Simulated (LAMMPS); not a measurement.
LAMMPS 22 Jul 2025, classical MD, EAM (Finnis-Sinclair form) (Fe_mm.eam.fs): Fe, 128000 atoms.

```
Quantity                                                                                          Result
-----------------------------------------------  -------------------------------------------------------
task                                                                                             MD, nve
potential                                                       EAM (Finnis-Sinclair form), Fe_mm.eam.fs
copies of the repeat unit                                                                       40×40×40
shape (slab and sphere leave vacuum in the box)                                                     bulk
temperature                                                                                        800 K
steps                                                                                                800
timestep                                                                                            2 fs
neighbor skin                                                                                        2 Å
neigh_modify                                                                   every 1 delay 0 check yes
thermo                                                                                               100
-sf                                                                                                  omp
newton                                                                                      on (default)
atom_modify sort (bins of 2 Å where set)                                                  1000 (default)
comm_style                                                                               brick (default)
box                                                                              114.6 × 114.6 × 114.6 Å
start                                                    generated bcc lattice, warmed in an untimed run
compared values                                  energy and forces of the first step, drift over the run
```

It runs on a single node (Arm Neoverse V2, 96 cores on 1 socket, no SMT, 1 L3 cache group).

Run on 1 rank × 32 threads, it takes 6.1 s from launch to exit:

```bash
# ahead of the timed run: OMP_NUM_THREADS=1 mpirun -np 48 lmp -in in.warm -log none -nocite
OMP_NUM_THREADS=32 mpirun -np 1 lmp -sf omp -pk omp 32 -in in.lmp -log log.lammps -nocite
```

From its output:

```
  using 32 OpenMP thread(s) per MPI task
  1 by 1 by 1 MPI processor grid
  128000 atoms
  master list distance cutoff = 7.3
  ghost atom cutoff = 7.3
Per MPI rank memory allocation (min/avg/max) = 258.9 | 258.9 | 258.9 Mbytes
2837.0% CPU use with 1 MPI tasks x 32 OpenMP threads
...
Loop time of 5.82974 on 32 procs for 800 steps with 128000 atoms

Performance: 23.713 ns/day, 1.012 hours/ns, 137.227 timesteps/s, 17.565 Matom-step/s
2837.0% CPU use with 1 MPI tasks x 32 OpenMP threads

MPI task timing breakdown:
Section |  min time  |  avg time  |  max time  |%varavg| %total
---------------------------------------------------------------
Pair    | 4.7927     | 4.7927     | 4.7927     |   0.0 | 82.21
Neigh   | 0.14928    | 0.14928    | 0.14928    |   0.0 |  2.56
Comm    | 0.341      | 0.341      | 0.341      |   0.0 |  5.85
Output  | 0.0040068  | 0.0040068  | 0.0040068  |   0.0 |  0.07
Modify  | 0.39016    | 0.39016    | 0.39016    |   0.0 |  6.69
Other   |            | 0.1526     |            |       |  2.62

Nlocal:         128000 ave      128000 max      128000 min
Histogram: 1 0 0 0 0 0 0 0 0 0
Nghost:          58794 ave       58794 max       58794 min
Histogram: 1 0 0 0 0 0 0 0 0 0
Neighs:    9.00352e+06 ave 9.00352e+06 max 9.00352e+06 min
Histogram: 1 0 0 0 0 0 0 0 0 0

Total # of neighbors = 9003522
Ave neighs/atom = 70.340016
Neighbor list builds = 19
Dangerous builds = 0
```

Each time is the median wall time of two to five repeats, run one at a time on the otherwise empty machine; start-up is included. Processes are pinned to neighbouring cores unless said otherwise. The build: PyPI wheel: MPICH, OPENMP and OPT packages; another build can shift the numbers. Scratch files lie in a memory file system. A preparatory run goes ahead and isn't timed.

Problem. Read the timing block: which change would cut the largest part, on the same cores and with the result kept within 1.0 meV/atom in energy, 10 meV/Å in forces on 48 atoms, 0.20 meV an atom in drift of the total energy?

Solution. The largest part is pair forces (Pair), 79 % of the time from launch to exit. One change that relieves it (others may too): going from 1 rank × 32 threads to 32 ranks, one of the fastest among the values tried that keep the result: 6.1 s to 4.4 s (1.4× as fast). The largest move is in pair forces (Pair): 4.8 s to 3.8 s. What the program resolved moves too: grid of ranks from 1 by 1 by 1 to 2 by 4 by 4. These two results differ by: energy equal as printed, forces on 48 atoms equal as printed, drift of the total energy equal as printed. Others tried: 16 ranks × 2 threads, suffix = omp (4.5 s); 8 ranks × 4 threads, suffix = omp (4.6 s); 32 ranks (4.7 s); 4 ranks × 8 threads, suffix = omp (4.9 s). 1 planned setting was not run, for want of time.
